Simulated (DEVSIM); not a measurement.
Device: Au/SiO2/n-Ge capacitor, at 300 K.

```tsv
layer (left to right)	material	thickness (nm)	Nd (cm⁻³)
1	SiO2	45.0	-
2	Ge	1400	1.9e17
```

Metal gate on the left, work function 5.1 eV. Fixed charge at the semiconductor interface 0 cm⁻² (in units of +e); no interface traps.

This is a model device: material constants are rounded textbook-type values typed into the input, and sizes, dopings and lifetimes were drawn at random. Values at 300 K.

```tsv
parameter	SiO2	Ge
gap (eV)	9	0.664
affinity (eV)	0.9	4
permittivity	3.9	16
Nc (cm⁻³)	-	1.04e19
Nv (cm⁻³)	-	6e18
```

Model (solved in DEVSIM): 1D Poisson equation in equilibrium, Boltzmann statistics, complete ionisation; no quantum confinement or tunnelling. Metal contacts follow the ideal Schottky-Mott rule: no Fermi-level pinning, no interface dipoles.

Problem. Tabulate band edges, carrier densities and field at -0.8 V on the gate.

Solution. Energies count from the Fermi level of the right contact; mesh points crowd at the junctions.

```
x (μm)    Ec (eV)  Ev (eV)  n (cm⁻³)  p (cm⁻³)  field (V/cm)
--------  -------  -------  --------  --------  ------------
0.000       5.000   -4.000     < 1e2     < 1e2       -350000
0.001510    4.946   -4.054     < 1e2     < 1e2       -350000
0.004688    4.834   -4.166     < 1e2     < 1e2       -350000
0.01197     4.575   -4.425     < 1e2     < 1e2       -350000
0.03109     3.897   -5.103     < 1e2     < 1e2       -350000
0.03923     3.608   -5.392     < 1e2     < 1e2       -350000
0.04309     3.471   -5.529     < 1e2     < 1e2       -350000
0.04512     0.302   -0.362    8.7e13    5.0e12        -86000
0.04674     0.289   -0.375    1.5e14    3.0e12        -83000
0.05059     0.258   -0.406    4.8e14    9.2e11        -74000
0.05905     0.203   -0.461    4.1e15    1.1e11        -56000
0.09033     0.114   -0.550    1.3e17     3.4e9         -8700
0.1522      0.104   -0.560    1.9e17     2.3e9           -36
0.2963      0.103   -0.561    1.9e17     2.3e9           ≈ 0
0.7683      0.103   -0.561    1.9e17     2.3e9           ≈ 0
1.155       0.103   -0.561    1.9e17     2.3e9           ≈ 0
1.321       0.103   -0.561    1.9e17     2.3e9           ≈ 0
1.391       0.103   -0.561    1.9e17     2.3e9           ≈ 0
1.428       0.103   -0.561    1.9e17     2.3e9           ≈ 0
1.438       0.103   -0.561    1.9e17     2.3e9           ≈ 0
1.443       0.103   -0.561    1.9e17     2.3e9           ≈ 0
1.445       0.103   -0.561    1.9e17     2.3e9           ≈ 0
```
